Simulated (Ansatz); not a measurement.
## MgO, response to strain

Base system: MgO in the rock salt structure (space group Fm-3m, No. 225).

```
CELL_PARAMETERS angstrom
      0.00000     2.10706     2.10706
      2.10706     0.00000     2.10706
      2.10706     2.10706     0.00000
ATOMIC_POSITIONS crystal
  O  0.00000 0.00000 0.00000
  Mg 0.50000 0.50000 0.50000
```

Cartesian axes are those of the cell as printed.

Strains are applied to the cell and any free atomic positions relax; under biaxial strain the out-of-plane vector relaxes too; under stress the whole cell relaxes.

Calculations: Ansatz (a program for electronic structure), PBEsol, PAW, cutoff 420 eV, without spin-orbit coupling.

Notes on the quantities. energy relative to the base: free energy F.

| variant | band gap | energy relative to the base | electron mass | volume per atom |
|---|---|---|---|---|
| base | 4.62 eV | 0 meV/atom | 0.34 mₑ (at Γ) | 9.35 Å³ |
| biaxial strain +4.14 %, plane normal [001], relaxed out of plane | 4.02 eV | +28 meV/atom | 0.35 mₑ out of plane, 0.31 mₑ in plane (at Γ) | 9.91 Å³ |
| uniaxial strain ε_zz = −1.75 % | ___ | +2.9 meV/atom | – | 9.19 Å³ |
| uniaxial stress, 1 GPa tension along x | ___ | +0.1 meV/atom | 0.34 mₑ (at Γ) | 9.38 Å³ |
| tensor shear ε_xy = −0.57 % | 4.58 eV | ___ | 0.34 mₑ (at Γ) | 9.35 Å³ |

**Question.** What belongs in the blanks?

**Answer.** 
- uniaxial strain ε_zz = −1.75 %, band gap: 4.78 eV
- uniaxial stress, 1 GPa tension along x, band gap: 4.59 eV
- tensor shear ε_xy = −0.57 %, energy relative to the base: +0.6 meV/atom

Masses are band curvatures over ±0.01 Å⁻¹ around the edge. Beyond what the load breaks, stability against distortions was not tested.
